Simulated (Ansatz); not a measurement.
# Response to strain in GeSe

The reference is GeSe in the GeS type structure (space group Pnma, No. 62; a = 10.9616 Å, b = 3.8761 Å, c = 4.4314 Å; layered, stacked along the Cartesian x axis). Axes: x, y, z lie along a, b, c of the conventional cell.

Strains are applied to the cell and any free atomic positions relax; under biaxial strain the out-of-plane vector relaxes too.

All numbers come from DFT with PBE-D3(BJ), PAW potentials and a 420 eV plane-wave cutoff in Ansatz (an electronic-structure program), without spin-orbit coupling, earlier PAW set.

Notes on the quantities. pressure: mean of the normal stresses, compression positive.

```tsv
change	gap character	shortest interatomic distance	pressure	smallest direct gap	band gap
base	indirect, Γ–Z (67 % along) → Γ	2.584 Å	0.01 GPa	0.93 eV	0.73 eV
biaxial strain −2.32 %, plane normal [001], relaxed out of plane	indirect, Γ–Z (60 % along) → Y–T (20 % along)	2.579 Å	1.08 GPa	1.04 eV	0.82 eV
biaxial strain +0.24 %, plane normal [001], relaxed out of plane	indirect, Γ–Z (67 % along) → Γ	2.584 Å	-0.09 GPa	0.93 eV	0.71 eV
biaxial strain +2.80 %, plane normal [001], relaxed out of plane	–	2.577 Å	-0.87 GPa	0.80 eV	0.62 eV
uniaxial strain ε_xx = +0.48 %	indirect, Γ–Z (67 % along) → Γ	2.586 Å	-0.27 GPa	0.91 eV	0.71 eV
uniaxial strain ε_xx = +3.61 %	indirect, k = (0, 0, 3/8) in the run's primitive reciprocal basis → Γ–Z (17 % along)	2.590 Å	-1.32 GPa	0.86 eV	0.64 eV
```

Stability against distortions was not tested. The D3 term's C6 switches between coordination references near this geometry, which can add small steps to energies.
